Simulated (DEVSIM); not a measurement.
Structure: Schottky contact on n-type Si, at 300 K.

Layer 1 from the left is Si, thickness (μm) 0.660, Nd (cm⁻³) 7.6e16, τn (s) 1.2e-7, τp (s) 1.2e-7.

Left contact: Schottky, work function 4.48 eV, emission velocity 5.7e6 cm/s. Right contact: ohmic. Voltage is applied to the left contact. Recombination: SRH at mid-gap, radiative, Auger. Mobility is μmin + (μ − μmin)/(1 + (N/Nref)^α).

This is a model device: material constants are rounded textbook-type values typed into the input, and sizes, dopings and lifetimes were drawn at random. Values at 300 K.

Si: gap (eV) 1.124, affinity (eV) 4.05, permittivity 11.7, Nc (cm⁻³) 2.86e19, Nv (cm⁻³) 3.1e19, μn (cm²/Vs) 1417, μp (cm²/Vs) 470, μn,min 52, μp,min 45, Nref,n 9.7e16, Nref,p 2.2e17, αn 0.68, αp 0.72, B (cm³/s) 4.7e-15, Cn (cm⁶/s) 2.8e-31, Cp (cm⁶/s) 9.9e-32.

Task: Estimate by hand the built-in potential, the peak field at zero bias, the capacitance at -0.75 V, and compare with a numerical solution.

Result: 
- Built-in potential: barrier φB = 0.430 eV; Vbi = φB − kT/q ln(N_band/N) = 0.277 V; numerical 0.277 V.
- Peak field at zero bias: depletion approximation: W = √(2εVbi/(qN)) = 0.0686 μm with N = 7.60e16 cm⁻³; field = 2Vbi/W = 80600 V/cm; numerical 76200 V/cm (estimate above by 5.8 %).
- Capacitance at -0.75 V: C = √(qεN / 2(Vbi + |V|)) = 78.4 nF/cm²; numerical 79.4 nF/cm² (estimate below by 1.2 %).

Model (solved in DEVSIM): 1D drift-diffusion, Boltzmann statistics, complete ionisation; no tunnelling, impact ionisation, image-force lowering or self-heating. Metal contacts follow the ideal Schottky-Mott rule: no Fermi-level pinning, no interface dipoles.
